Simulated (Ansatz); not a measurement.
**ZnS, response to strain**

Take ZnS in the wurtzite structure (space group P6_3mc, No. 186; a = 3.845 Å, c = 6.305 Å) as the base. Axes: x lies along a and z along c of the hexagonal cell.

Strains are applied to the cell and any free atomic positions relax; under biaxial strain the out-of-plane vector relaxes too.

Calculations: Ansatz (a quantum-chemistry and plane-wave program), PBE, PAW, cutoff 420 eV, scalar-relativistic without spin-orbit coupling.

```csv
"biaxial strain, plane normal [001], relaxed out of plane (%)",out-of-plane strain (%)
-3,1.78
-2.4,1.41
-1.8,1.05
-1.2,0.70
-0.6,?
0,0.00
```

Fit ε⊥ = −νε + γε² (strains in %) to the rows shown and predict the withheld row.

Least squares on the printed values gives ν = 0.57 (the biaxial Poisson response) and γ = 0.007 (largest residual 0.00 %); this predicts 0.35 %, and the run gives 0.35 %, in agreement.

No phonon test of stability was made.
